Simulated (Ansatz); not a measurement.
Al2O3: response to strain

Take Al2O3 in the corundum structure (space group R-3c, No. 167; a = 4.809 Å, c = 13.124 Å (hexagonal axes)) as the base. Axes: x lies along a and z along c of the hexagonal cell.

Strains are applied to the cell and any free atomic positions relax; under biaxial strain the out-of-plane vector relaxes too.

Computed with PBE (Ansatz, a first-principles code, PAW, no SOC).

| biaxial strain, plane normal [001], relaxed out of plane (%) | band gap (eV) |
|---|---|
| 0 | 5.85 |
| 0.75 | 5.63 |
| 1.5 | ? |
| 2.25 | 5.19 |

Question: Fit E_g = E₀ + Dε (ε in %) to the rows shown and predict the withheld row.

Answer: Least squares on the printed values gives E₀ = 5.85 eV, D = -293 meV per % of strain (largest residual 0.00 eV); this predicts 5.41 eV, and the run gives 5.41 eV, in agreement.

No phonon test of stability was made.
